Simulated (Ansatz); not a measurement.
Terminations of the (111) surface of fcc Au, measured from the surface 'clean 1x1'. Atoms come from or go to: Ag: fcc Ag, Au: fcc Au, Co: hcp Co, ferromagnetic, Cr: bcc Cr, antiferromagnetic, I: ½ I2(g), Mo: bcc Mo, Pb: fcc Pb, Pt: fcc Pt, Sb: rhombohedral Sb, Sn: beta tin, Zn: hcp Zn. ΔE is the energy of forming the row's surface from that one (negative: more stable at these reservoirs); the vacuum level's shift is aligned on the shared bottom. No zero-point or thermal terms. These are constructed structures in small cells; real faces may alloy, dewet or reconstruct in larger ones, and not all known structures of the face are among them. Slabs of about 12 Å with all that they carry, Fermi-Dirac smearing of 0.1 eV. Bottom of the slabs: a bare face, its two planes held. Relaxed from the named starts with such symmetry as they have, on meshes of like density; energies extrapolated to zero smearing; no spin-orbit coupling, no U. Spin-polarised runs, if any, are marked in brackets, and their order is one that fits the cell; the others ran without spin. A dash marks a value that is undefined for that row (no clear gap, or no work function of a gapped slab) or was not read reliably on its mesh.

The numbers are results of PBE (plane waves to 420 eV, PAW; Ansatz, a program for electronic structure), not measurements.

| surface | atoms added per 1x1 | ΔE per 1x1 (eV) | shift of the vacuum level (eV) | work function (eV) |
|---|---|---|---|---|
| a pseudomorphic layer of Co in the other hollow [spin, 1.9 μB a cell] | +1 Co | 1.42 | -0.42 | 4.75 |
| a layer of Zn in place of the second plane | -1 Au, +1 Zn | -0.38 | -0.35 | 4.80 |
| a pseudomorphic layer of Zn in the host's stacking | +1 Zn | -0.07 | -0.69 | 4.50 |
| a pseudomorphic layer of Cr in the host's stacking [spin, 4.2 μB a cell] | +1 Cr | 1.47 | -0.94 | 4.23 |
| a layer of Zn in place of the third plane | -1 Au, +1 Zn | ___ | -0.05 | 5.17 |
| (√3x√3)R30° surface alloy, Sn on one Au site of the top plane | -0.333 Au, +0.333 Sn | -0.25 | -0.51 | 4.66 |
| (√3x√3)R30° surface alloy, Pb on one Au site of the top plane | -0.333 Au, +0.333 Pb | ___ | -1.32 | 3.88 |
| a layer of Mo in place of the third plane | -1 Au, +1 Mo | ___ | -0.27 | 4.89 |
| (√3x√3)R30° layer of Sb, one a cell, on the site that continues the host's stacking | +0.333 Sb | ___ | -0.80 | 4.37 |
| a pseudomorphic layer of Pt in the other hollow | +1 Pt | 0.49 | 0.59 | 5.76 |
| p(2x2) layer of I, one a cell, on the site that continues the host's stacking | +0.25 I | -0.23 | -0.22 | 4.96 |
| (√3x√3)R30° surface alloy, Ag on one Au site of the top plane | +0.333 Ag, -0.333 Au | ___ | -0.22 | 4.96 |

Q: What belongs in the gaps?

A: 
- a layer of Zn in place of the third plane, ΔE per 1x1 (eV): -0.39
- (√3x√3)R30° surface alloy, Pb on one Au site of the top plane, ΔE per 1x1 (eV): -0.19
- a layer of Mo in place of the third plane, ΔE per 1x1 (eV): 0.58
- (√3x√3)R30° layer of Sb, one a cell, on the site that continues the host's stacking, ΔE per 1x1 (eV): -0.05
- (√3x√3)R30° surface alloy, Ag on one Au site of the top plane, ΔE per 1x1 (eV): -0.03
